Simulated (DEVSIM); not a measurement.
System: abrupt Si p-n junction, at 300 K.

Layer 1 from the left is Si, thickness (μm) 47.0, Na (cm⁻³) 9.1e15, τn (s) 2.1e-7, τp (s) 2.1e-7. Layer 2 from the left is Si, thickness (μm) 12.0, Nd (cm⁻³) 1.1e16, τn (s) 2.1e-7, τp (s) 2.1e-7.

Left contact: ohmic. Right contact: ohmic. Voltage is applied to the left contact. Recombination: SRH at mid-gap, radiative. Mobility is μmin + (μ − μmin)/(1 + (N/Nref)^α).

This is a model device: material constants are rounded textbook-type values typed into the input, and sizes, dopings and lifetimes were drawn at random. Values at 300 K.

Si: gap (eV) 1.124, affinity (eV) 4.05, permittivity 11.7, Nc (cm⁻³) 2.86e19, Nv (cm⁻³) 3.1e19, μn (cm²/Vs) 1417, μp (cm²/Vs) 470, μn,min 52, μp,min 45, Nref,n 9.7e16, Nref,p 2.2e17, αn 0.68, αp 0.72, B (cm³/s) 4.7e-15.

DEVSIM, 1D drift-diffusion, Boltzmann statistics, complete ionisation; no tunnelling, impact ionisation, image-force lowering or self-heating.

Dark forward current:

```csv
|V| (V),|J| (A/cm²)
0.05,2.180e-8
0.10,7.873e-8
0.15,2.427e-7
0.20,7.543e-7
0.25,2.563e-6
0.30,1.022e-5
0.35,4.939e-5
0.40,0.0002807
0.45,0.001764
0.50,0.01165
0.55,0.07783
0.60,0.4890
0.65,2.342
0.70,7.220
0.75,16.05
0.80,29.47
0.85,47.99
0.90,71.93
0.95,101.5
1.00,136.7
1.05,177.8
1.10,224.6
1.15,277.2
1.20,335.5
1.25,399.7
1.30,469.7
```

Question: Work out the local ideality factor n = ΔV / (kT/q · ln(J2/J1)) between the rows 0.15 and 0.20 V, 0.50 and 0.55 V, 1.25 and 1.30 V.

Answer: kT/q = 25.85 mV. From 0.15 to 0.20 V: ln(7.543e-7/2.427e-7) = 1.134, n = 1.71. From 0.50 to 0.55 V: ln(0.07783/0.01165) = 1.899, n = 1.02, near the 1 of diffusion or emission over a barrier. From 1.25 to 1.30 V: ln(469.7/399.7) = 0.161, n = 11.99.

Question: Estimate the current at 0.50 V from the Shockley equation with J0 = Σ q ni² D/(N L) coth(W/L), τ joining the SRH, radiative and Auger lifetimes that are on, and W taken as the whole layer.

Answer: ni² = 1.16e20 cm⁻⁶; electrons in the p layer: μ = 1190 cm²/Vs, D = 30.7 cm²/s, τ = 2.10e-7 s, L = 25.4 μm, W/L = 1.8, term 2.59e-11 A/cm²; holes in the n layer: μ = 426 cm²/Vs, D = 11.0 cm²/s, τ = 2.10e-7 s, L = 15.2 μm, W/L = 0.79, term 1.86e-11 A/cm². J0 = 4.45e-11 A/cm², and J = J0 exp(qV/kT) = 0.0112 A/cm². The simulation gives 0.0117 A/cm²; the estimate lies 4.0 % below. The estimate leaves out recombination in the depletion region and that region's share of W.
